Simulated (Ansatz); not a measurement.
**A computed series for KTaO3: response to strain**

The reference is KTaO$_{3}$ in the cubic perovskite structure (space group Pm-3m, No. 221; a = 3.9853 Å).

Strains are applied to the cell and any free atomic positions relax.

Calculations: DFT with PBEsol, PAW potentials and a 420 eV plane-wave cutoff in Ansatz (an electronic-structure program), no spin-orbit coupling.

Notes on the quantities. energy relative to the base: free energy F.

| isotropic strain (%) | energy relative to the base (meV/atom) |
|---|---|
| -3 | 72.1 |
| -2.4 | ? |
| -1.2 | 10.9 |
| -0.6 | 2.7 |
| 0 | 0.0 |

**Question.** Fit ΔE = Aε² + Bε³ (ε in %) to the rows shown and predict the withheld row.

**Answer.** Least squares on the printed values gives A = 7.28 and B = -0.24 meV/atom (largest residual 0.0 meV/atom); this predicts 45.3 meV/atom, and the run gives 45.2 meV/atom, in agreement.

Whether these cells are dynamically stable was not tested.
